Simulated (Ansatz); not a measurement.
The reference is Ru in the hcp (Mg type) structure (space group P6_3/mmc, No. 194; a = 2.676 Å, c = 4.224 Å; relaxed with 0.1 eV smearing).

The values are results of plane-wave PAW DFT at the LDA level (Ansatz, a first-principles code, 420 eV), without spin-orbit coupling, not measurements.

Before the change:

| Item | Value |
|---|---|
| Pressure | 0.0 GPa |
| Band gap | zero |

One thing is altered: every lattice vector is shortened by 2.50 %; the atoms relax in the strained cell.

Question: Estimate the effect on the energy relative to the base.

Answer: The energy grows by 93 meV/atom.

Question: How does this affect the pressure?

Answer: The pressure (mean of the normal stresses, compression positive) goes from zero to 33.3 GPa.

Question: How does this affect the band gap?

Answer: The band gap is still zero.

Stability against distortions was not tested. The final runs are not spin-polarised.
